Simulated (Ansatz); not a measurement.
## How the lattice constant a of Rh (P6₃/mmc, No. 194, 4 atoms in the cell; start mp-1186916; another form than the element's usual one) moves with the method

No measured value is used here.

```csv
level (code),value (Å)
LDA (Ansatz),2.657
PBEsol (Ansatz),2.675
r²SCAN (Ansatz),2.689
```

The crystal itself was run without spin with LDA, PBEsol, r²SCAN; a magnetic state was not tried in these runs. LDA, PBEsol, r²SCAN: the run has no spin polarisation, so it can have missed a magnetic state. LDA, PBEsol, r²SCAN: the relaxation could not lower the start's symmetry, so the cell can be a saddle point above a distorted one. Cutoffs differ between the levels. Ansatz's density-functional and Hartree–Fock values are scalar-relativistic unless marked +SOC, with PAW data made under PBE.

A start named mp-… is a Materials Project structure, which need not be a measured phase.

Ansatz is a first-principles code.
